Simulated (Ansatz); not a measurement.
A calculation on VSi2 (P6₂22, No. 180) returned lattice constant a 4.523 Å, lattice parameter c 6.322 Å.

**Question.** Which level of theory produced these numbers?
A) PBE (Ansatz (a first-principles code))
B) PBEsol (Ansatz)
C) LDA (Ansatz)
D) PBE-D3(BJ) (Ansatz)

**Answer.** B, PBEsol (Ansatz)

The others give: PBE 4.565 Å, 6.368 Å; PBE-D3(BJ) 4.497 Å, 6.294 Å; LDA 4.491 Å, 6.277 Å.

Unless a cell is named, each level is at its own relaxed cell (LDA 12.18, PBE 12.77, PBE-D3(BJ) 12.25, PBEsol 12.44 Å³/atom).

The crystal itself was run without spin with PBE, PBE-D3(BJ), LDA, PBEsol; a magnetic state was not tried in these runs.

Ansatz's density-functional and Hartree–Fock values are scalar-relativistic unless marked +SOC, with PAW data made under PBE.
